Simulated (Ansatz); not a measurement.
# How the bulk modulus B0 of Sc3InC (Pm-3m, No. 221, 5 atoms in the cell; start mp-8578) moves with the method

No measured value is used here.

```csv
level (code),value (GPa),cell (Å³/atom)
LDA (Ansatz),…,17.68
PBEsol (Ansatz),105,18.25
r²SCAN (Ansatz),104,18.75
```

**Question.** Fill in the missing entries.

**Answer.** 
- LDA (Ansatz, a first-principles code), value (GPa): 113

LDA, PBEsol, r²SCAN: the bulk modulus is −V dP/dV from two relaxed cells at ±2 % in volume. LDA, PBEsol, r²SCAN: the relaxation could not lower the start's symmetry, so the cell can be a saddle point above a distorted one. Each level is taken at its own relaxed cell. Cutoffs differ between the levels. Ansatz's density-functional and Hartree–Fock values are scalar-relativistic unless marked +SOC, with PAW data made under PBE.

A start named mp-… is a Materials Project structure, which need not be a measured phase.
